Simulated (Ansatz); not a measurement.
**What uniaxial strain ε_zz = +3.00 % does to AlRu**

Start from AlRu in the CsCl type structure (space group Pm-3m, No. 221; a = 2.955 Å; relaxed with 0.1 eV smearing). Axes: x, y, z lie along the cube axes.

Now apply this change: the cell is stretched by 3.00 % along z with no lateral relaxation; the atoms relax in the strained cell.

Level of theory: DFT with LDA, PAW potentials and a 420 eV plane-wave cutoff in Ansatz (a first-principles code), scalar-relativistic without spin-orbit coupling. Γ-centred 19×19×19 mesh, Fermi–Dirac width 0.1 eV.

- Volume per atom = 13.28 Å³ (base 12.90 Å³)
- Space group = P4/mmm (No. 123) (base Pm-3m (No. 221))
- Shortest interatomic distance = 2.585 Å (base 2.559 Å)
- Energy relative to the base (free energy F) = +12 meV/atom
- Pressure (mean of the normal stresses, compression positive) = -6.3 GPa (base 0.0 GPa)
- Band gap = zero (base zero)
- Stress (xx, yy, zz, yz, xz, xy; compression positive) = (-4.7, -4.7, -9.6, 0.0, 0.0, 0.0) GPa

Final structure:

```
CELL_PARAMETERS angstrom
      2.95452     0.00000     0.00000
      0.00000     2.95452     0.00000
      0.00000     0.00000     3.04315
ATOMIC_POSITIONS crystal
  Al 0.50000 0.50000 0.50000
  Ru 0.00000 0.00000 0.00000
```

No phonon test of stability was made. The final runs are not spin-polarised.
